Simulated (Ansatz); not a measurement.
Consider Nb in the bcc (W type) structure (space group Im-3m, No. 229).

```yaml
crystal:
  lattice:
    - [-1.65135, 1.65135, 1.65135]
    - [1.65135, -1.65135, 1.65135]
    - [1.65135, 1.65135, -1.65135]
  atoms:
    - { symbol: Nb, position: [0.00000, 0.00000, 0.00000] }
```

Cartesian axes are those of the cell as printed.

All numbers come from Ansatz (a program for electronic structure) r2SCAN, spin-orbit coupling left out.

For the base:

The shortest interatomic distance is 2.860 Å.

Now apply this change: uniaxial stress, 8 GPa compression along x, with the cell and atoms free to relax against it.

**Question.** Predict the new energy relative to the base.

**Answer.** The energy rises by 28 meV/atom.

**Question.** What happens to the shortest interatomic distance?

**Answer.** The shortest interatomic distance decreases by 0.006 Å to 2.854 Å.

Without a gap, meshes like the base's 20×20×20 leave anisotropic stresses uncertain by several tenths of a GPa, and small strain energies with them. Load acts through the strain it causes; cell and atoms are relaxed under it. Beyond what the load breaks, stability against distortions was not tested. All final runs are without spin polarisation.
